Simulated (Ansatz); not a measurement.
Spacing of the highest filled and lowest empty level at the zone centre in eight small model glasses of hand-chosen composition and density, fast-quenched (anions pushed apart in CHGNet runs), each at its PBE geometry, by PBE and by r2SCAN (Ansatz, a program for electronic structure, plane waves, PAW). The cells are the first eight to finish that balance their formal charges, show no moments and no lower geometry on charging where those were tested, and have a gap at both levels; defect levels can set the spacings.

```tsv
cell	quench by	pressure (GPa)	levels at the gap	PBE (eV)	experiment, tabulated (eV)
Zr20O41Ag2	CHGNet	-1.3	localised at the filled edge	3.19	-
Ti20O41Li2	CHGNet	-0.9	localised at the filled edge	2.64	-
Hf18O39Al2	CHGNet	-1.3	localised at the filled edge	3.89	-
Si24O49Na2	CHGNet	-0.4	localised at the filled edge	2.98	-
Zr20O43La2	CHGNet	-1.8	localised at the filled edge	3.58	-
Al28O45Y2	CHGNet	-0.7	localised at the filled edge	3.55	-
Hf18O38Sn	CHGNet	0.2	localised at the filled edge	3.17	-
Zr20O43Y2	CHGNet	-1.4	localised at the filled edge	3.46	-
```

**Question.** What does r2SCAN give, and how does it move these values against PBE?

**Answer.** Zr20O41Ag2 3.59, Ti20O41Li2 2.99, Hf18O39Al2 4.34, Si24O49Na2 3.55, Zr20O43La2 4.04, Al28O45Y2 4.20, Hf18O38Sn 3.67, Zr20O43Y2 3.91 eV. It raises them by +0.35 to +0.64 eV, +0.48 eV on average. A straight line through the eight gives r2SCAN = 1.07 × PBE +0.25 eV, with a scatter of 0.08 eV.
